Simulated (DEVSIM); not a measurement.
Device: abrupt Ge p-n junction, at 250 K.

Layer 1 from the left is Ge, thickness (μm) 89.0, Na (cm⁻³) 1.6e17, τn (s) 4.5e-6, τp (s) 4.5e-6. Layer 2 from the left is Ge, thickness (μm) 170, Nd (cm⁻³) 1.5e15, τn (s) 4.5e-6, τp (s) 4.5e-6.

Left contact: ohmic. Right contact: ohmic. Voltage is applied to the left contact. Recombination: SRH at mid-gap. Mobility is constant in doping.

The device is made up for the run: typed textbook-type constants, with dimensions and the other settings drawn at random. Values at 300 K; Nc and Nv go as T^1.5, mobilities as T to minus their exponent, the gap by Varshni's rule with the affinity fixed.

Ge: gap (eV) 0.664, affinity (eV) 4, permittivity 16, Nc (cm⁻³) 1.04e19, Nv (cm⁻³) 6e18, μn (cm²/Vs) 3900, μp (cm²/Vs) 1900, T exponent of μn 1.66, T exponent of μp 2.33, Varshni α (eV/K) 0.000477, Varshni β (K) 235.

Simulated with DEVSIM: 1D drift-diffusion, Boltzmann statistics, complete ionisation; no tunnelling, impact ionisation, image-force lowering or self-heating.

Dark forward current:

```csv
|V| (V),|J| (A/cm²)
0.05,3.430e-6
0.10,3.581e-5
0.15,0.0003569
0.20,0.003586
0.25,0.03552
0.30,0.3066
0.35,1.839
0.40,7.765
0.45,25.19
0.50,63.78
0.55,129.6
0.60,224.1
0.65,347.1
0.70,498.1
0.75,676.7
0.80,882.5
0.85,1115
0.90,1374
0.95,1659
1.00,1970
1.05,2306
```

**Question.** Work out the local ideality factor n = ΔV / (kT/q · ln(J2/J1)) between the rows 0.10 and 0.15 V, 0.15 and 0.20 V, 1.00 and 1.05 V.

**Answer.** kT/q = 21.54 mV. From 0.10 to 0.15 V: ln(0.0003569/3.581e-5) = 2.299, n = 1.01, near the 1 of diffusion or emission over a barrier. From 0.15 to 0.20 V: ln(0.003586/0.0003569) = 2.307, n = 1.01, near the 1 of diffusion or emission over a barrier. From 1.00 to 1.05 V: ln(2306/1970) = 0.157, n = 14.74.

**Question.** Estimate the current at 0.15 V from the Shockley equation with J0 = Σ q ni² D/(N L) coth(W/L), τ joining the SRH, radiative and Auger lifetimes that are on, and W taken as the whole layer.

**Answer.** ni² = 6.19e23 cm⁻⁶; electrons in the p layer: μ = 5280 cm²/Vs, D = 114 cm²/s, τ = 4.50e-6 s, L = 226 μm, W/L = 0.39, term 8.32e-9 A/cm²; holes in the n layer: μ = 2910 cm²/Vs, D = 62.6 cm²/s, τ = 4.50e-6 s, L = 168 μm, W/L = 1.0, term 3.21e-7 A/cm². J0 = 3.30e-7 A/cm², and J = J0 exp(qV/kT) = 0.000349 A/cm². The simulation gives 0.000357 A/cm²; the estimate lies 2.3 % below. The estimate leaves out recombination in the depletion region and that region's share of W.
